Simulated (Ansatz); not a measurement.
The parent structure is an 18-atom supercell of TaSi2 (space group P6_222, No. 180; a = 4.804 Å, c = 6.604 Å) at its relaxed geometry.

(Cell as relaxed with PBE.)

Levels (all Ansatz, a first-principles code, PAW, earlier PAW set): PBE (420 eV, scalar-relativistic without spin-orbit coupling); PBEsol (420 eV, no spin-orbit coupling).

Each level relaxes its own structure.

Now apply this change: a neutral Ta vacancy, atoms relaxed at fixed cell, starting from a slightly rattled geometry.

```tsv
quantity	PBE	PBEsol
largest displacement of a host atom from its site in the perfect cell	0.15 Å	0.15 Å
pressure	-2.9 GPa	-3.2 GPa
```

PBE's pressure lies 0.3 GPa above PBEsol's; the two agree on the largest displacement of a host atom from its site in the perfect cell. Neither level is exact; PBEsol is the comparison here, not a measurement.

The cell is small, so the values are those of an ordered compound at a high defect concentration; dilute-limit values will differ. All final runs are without spin polarisation. An odd electron count without spin: Ta5Si12 and TaSi2.
